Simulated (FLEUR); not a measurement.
A self-consistent single point of CrPbO3 (Pm-3m, 5 atoms in the cell) with FLEUR.

Level of theory: FLEUR with LDA (Perdew-Zunger), all-electron FLAPW (FLEUR), scalar-relativistic valence.

The change in words: lattice scaled by 0.98. Reference geometry:
```
CrPbO3
1.0
    3.96171     0.00000     0.00000
    0.00000     3.96171     0.00000
    0.00000     0.00000     3.96171
Cr Pb O
1 1 3
Direct
  0.00000   0.00000   0.00000
  0.50000   0.50000   0.50000
  0.00000   0.00000   0.50000
  0.50000   0.00000   0.00000
  0.00000   0.50000   0.00000
```
Moments meant for the start (each program seeds them in its own way; μB, in the order of the atoms Cr Pb O O O): 3.0 0.0 0.0 0.0 0.0.

Reference input (self-consistent single point, DFT, LDA (Perdew-Zunger), all-electron FLAPW (FLEUR), scalar-relativistic valence): Kmax = 4.7 1/bohr; GmaxXC = 16.4 1/bohr; xcFunctional = pz; jspins = 2; l_soc = F; mode = gauss; fermiSmearingEnergy = 0.00183747 Htr; mesh (inpgen div1-3) = 8 8 8; inpgen gamma flag = true; Gmax = 16.4 1/bohr; numbands = 0; maxIterBroyd = 15. This run's input differs from it in these lines:

```diff
@@ -6,3 +6,3 @@
 0.0000000000 0.0000000000 1.0000000000
-7.4865544441
+7.3368238843
 1.0 1.0 1.0
@@ -47,5 +47,5 @@
          <bravaisMatrix>
-            <row-1>    7.4865544441000003     0.0000000000000000     0.0000000000000000</row-1>
-            <row-2>    0.0000000000000000     7.4865544441000003     0.0000000000000000</row-2>
-            <row-3>    0.0000000000000000     0.0000000000000000     7.4865544441000003</row-3>
+            <row-1>    7.3368238843000002     0.0000000000000000     0.0000000000000000</row-1>
+            <row-2>    0.0000000000000000     7.3368238843000002     0.0000000000000000</row-2>
+            <row-3>    0.0000000000000000     0.0000000000000000     7.3368238843000002</row-3>
          </bravaisMatrix>
```

The program printed (abridged):

```
 Iteration:     1   Distance:      41.08725303 me/bohr^3
 Iteration:     2   Distance:      33.04993404 me/bohr^3
 Iteration:     3   Distance:      12.32169325 me/bohr^3
 Iteration:     4   Distance:      12.45716271 me/bohr^3
 Iteration:     5   Distance:      11.38418869 me/bohr^3
   [... 25 lines left out ...]
 Iteration:    31   Distance:       0.00002780 me/bohr^3
 Iteration:    32   Distance:       0.00001769 me/bohr^3
 Iteration:    33   Distance:       0.00001328 me/bohr^3
 Iteration:    34   Distance:       0.00000228 me/bohr^3
 Run finished successfully
 Stop message:
   Structural relaxation: Done

[file out, last iteration]
             iter=     35
[...]
          total density-effective poten   -3.9259209643E+04
          total charge density-energy d   -4.4982997104E+02
 Updated energy parameters for spin:           1
 Updated energy parameters for spin:           2
[...]
 fermi energy and band-weighting factors:

[...]
FERMIE:
          first approx. to ef    (T=0)  :   0.490036 htr   (energy of the highest occ. eigenvalue)
          number of occ. states  (T=0)  :       1608
          first approx. to seigv (T=0)  :  -5.422592 htr
          sum of weights of occ. states :  46.015625
          sum of semicore charge        :   0.000000 e
          fermi energy=   0.48971 har   work function= -13.32572 ev
   [... lines left out ...]
          total moment                 =     1.97213
 Direct bandgap for spin            1 :    4.1933948865057191E-003  Htr
 Direct bandgap for spin            2 :    2.7948086288851259E-002  Htr
   [... lines left out ...]
          interst. charge =       5.046714
          mt charge=              7.142220    5.945398    1.950577
          total charge for spin  2=   22.013937
          interst. charge =       4.919864
          mt charge=              5.305007    5.945177    1.947963
          total charge  =   46.000000
               n    l     j    energy       weight
          atom type    1  (spin 1)
          0.00000000  electrons lost from core.
```

The run converged in 34 iterations. FLEUR gives forces in its relaxation mode, with a further iteration, so its stop message speaks of a relaxation. Against the reference run the total energy falls by 80.7 meV/atom and the size of the net moment moves little (0.40 to 0.39 μB/atom).

The starting cell comes from a database of computed structures (which also holds hypothetical and non-ambient phases and stackings), without a prior relaxation at this level. Its lattice was rescaled by a random factor within 2.5 % of one. For this run, on top of that: lattice scaled by 0.98. Spin-orbit coupling is off. With one magnetic atom in the cell only a parallel order is possible. Values depend on the basis (sphere radii, cutoffs, local orbitals), which need not be converged. The log's line on a gap gives a spacing of levels on this mesh, which the program prints for metals too.

Cost on one core of a shared machine: roughly 7 min.
